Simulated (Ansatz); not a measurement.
System: interstitial H in zinc-blende AlP with all lengths changed by +1 % (charge state +1). Computed with PBE, PAW (plane waves to 420 eV; Ansatz, a first-principles code).

Settings: 64 host sites, the strained lattice (strain from the relaxed PBE one, atoms relaxed), a 2×2×2 k-point mesh shifted by half a step, smearing 0.01 eV, spin-restricted, no image-charge correction. No zero-point or tunnelling terms. The charge state is imposed; whether it is stable for some Fermi level was not computed. Sites that were not tried may lie lower.

Barriers: single points on a 3×3×3 k-point mesh shifted by half a step at the bands' geometries.

Relaxed starting cell (atoms counted from 1):

```xyz
65
Lattice="11.1267 0.0000 0.0000 0.0000 11.1267 0.0000 0.0000 0.0000 11.1267" Properties=species:S:1:pos:R:3 pbc="T T T"
Al    -0.3382    -0.3301     0.3295
Al    -0.0099    -0.0057     5.5660
Al    -0.0101     5.5584     0.0033
Al    -0.0114     5.5710     5.5539
Al     5.5537    -0.0053     0.0029
Al     5.5688    -0.0075     5.5506
Al     5.5678     5.5733     0.0051
Al     5.5596     5.5649     5.5595
P      1.3826     1.3875     4.1863
P      1.6085     1.6095     9.5140
P      1.3930     6.9434     4.1812
P      1.3825     6.9383     9.7370
P      6.9401     1.3982     4.1797
P      6.9332     1.3877     9.7369
P      6.9477     6.9528     4.1716
P      6.9396     6.9444     9.7264
Al     0.0109     2.7819     2.8052
Al    -0.0471     2.8605     8.2636
Al    -0.0209     8.3023     2.8222
Al     0.0108     8.3203     8.3431
Al     5.5575     2.7825     2.7822
Al     5.5734     2.7903     8.3343
Al     5.5512     8.3383     2.7861
Al     5.5574     8.3424     8.3419
P      1.3805     4.1701     1.3938
P      1.4015     4.2000     6.9244
P      1.4021     9.6852     1.4395
P      1.3809     9.7311     6.9545
P      6.9474     4.1692     1.3903
P      6.9557     4.1774     6.9471
P      6.9397     9.7296     1.3948
P      6.9477     9.7340     6.9553
Al     2.7761     0.0150     2.8049
Al     2.8627    -0.0381     8.2574
Al     2.7777     5.5632     2.7817
Al     2.7844     5.5773     8.3348
Al     8.2986    -0.0151     2.8209
Al     8.3136     0.0148     8.3425
Al     8.3331     5.5559     2.7867
Al     8.3379     5.5633     8.3415
P      4.1653     1.3845     1.3943
P      4.2007     1.4080     6.9191
P      4.1637     6.9537     1.3894
P      4.1716     6.9598     6.9476
P      9.6802     1.4098     1.4390
P      9.7245     1.3838     6.9540
P      9.7245     6.9441     1.3951
P      9.7307     6.9533     6.9557
Al     2.8612     2.8650     0.0374
Al     2.7847     2.7899     5.5470
Al     2.7760     8.3200    -0.0177
Al     2.7777     8.3424     5.5616
Al     8.3135     2.7824    -0.0173
Al     8.3380     2.7829     5.5615
Al     8.2986     8.3032     0.0130
Al     8.3333     8.3376     5.5685
P      4.1716     4.1772     4.1643
P      4.1990     4.2037     9.7171
P      4.1639     9.7348     4.1711
P      4.1651     9.7308     9.7394
P      9.7305     4.1691     4.1717
P      9.7246     4.1705     9.7403
P      9.7244     9.7294     4.1802
P      9.6803     9.6860     9.7159
H      0.7983     0.7555    -0.7736
```
Cell charge +1.

End state 1 differs by these moves (Å; atoms that move under 0.08 Å are left out):

```tsv
atom	element	Δx	Δy	Δz
1	Al	0.24	0.29	-0.24
10	P	-0.45	0.00	0.45
34	Al	0.24	-0.29	-0.24
65	H	1.20	0.00	-1.20
```

Estimate the forward and backward barriers to end state 1 that PBE, PAW returns for this input.

forward 0.29 eV, backward 0.29 eV; at the saddle point atom 65 has neighbours 2 Al at 2.16; P at 1.45 Å. The saddle point's order was not checked, and it lies on a symmetry element of the cell, where a band can be held.
